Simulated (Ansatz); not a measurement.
Consider the following.

```yaml
crystal:
  lattice:
    - [2.91649, 0.00000, 0.00000]
    - [0.00000, 2.91649, 0.00000]
    - [0.00000, 0.00000, 2.91649]
  atoms:
    - { symbol: Ti, position: [0.00000, 0.00000, 0.00000] }
    - { symbol: Fe, position: [0.50000, 0.50000, 0.50000] }
```

All values below come from PBEsol, DFPT electron-phonon coupling, linearised Boltzmann equation (plane waves, PAW, scalar-relativistic; Ansatz, a first-principles code). Cell: relaxed with this functional, without spin-orbit coupling.

Q: What phonon-limited resistivity does this give at 800 K?

A: 21 μΩ·cm.

Q: How long is the mean free path there?

A: 11.2 nm, weighted by the current that each state carries. Wires not much wider than this gain resistivity from their walls.

A metal at this level (no band gap). Only scattering by harmonic phonons is included (no impurities, grain boundaries, electron-electron scattering or thermal expansion). Spin-orbit coupling is left out. Halving the electron mesh (28x28x28) moves the resistivity by up to 12 % at 800 K, the mean free path by up to 8 %. Smearing 0.20 eV; phonons on a 5x5x5 q mesh, which this run doesn't test.

Formula and space group known from diffraction (Crystallography Open Database), not checked to be the room-temperature form: TiFe (Pm-3m). Treated as nonmagnetic (a ferromagnetic start lost its moment, other orders weren't tried): TiFe (Pm-3m).
